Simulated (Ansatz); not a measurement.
**Hypothetical rock salt BN, response to strain**

Base system: BN in the rock salt structure (space group Fm-3m, No. 225; a = 3.483 Å; a hypothetical phase, not in the database extracts checked).

Strains are applied to the cell and any free atomic positions relax.

Level of theory: Ansatz (a quantum-chemistry and plane-wave program), PBEsol, PAW, cutoff 420 eV, without spin-orbit coupling.

Notes on the quantities. energy relative to the base: free energy F.

```tsv
isotropic strain (%)	energy relative to the base (meV/atom)
-5.11	179.1
-3.04	59.6
0	0.0
2.47	?
5.74	165.9
```

### Question
Fit ΔE = Aε² + Bε³ (ε in %) to the rows shown and predict the withheld row.

### Answer
Least squares on the printed values gives A = 6.00 and B = -0.17 meV/atom (largest residual 0.5 meV/atom); this predicts 34.1 meV/atom, and the run gives 33.6 meV/atom, 0.5 lower.

No phonon test of stability was made.
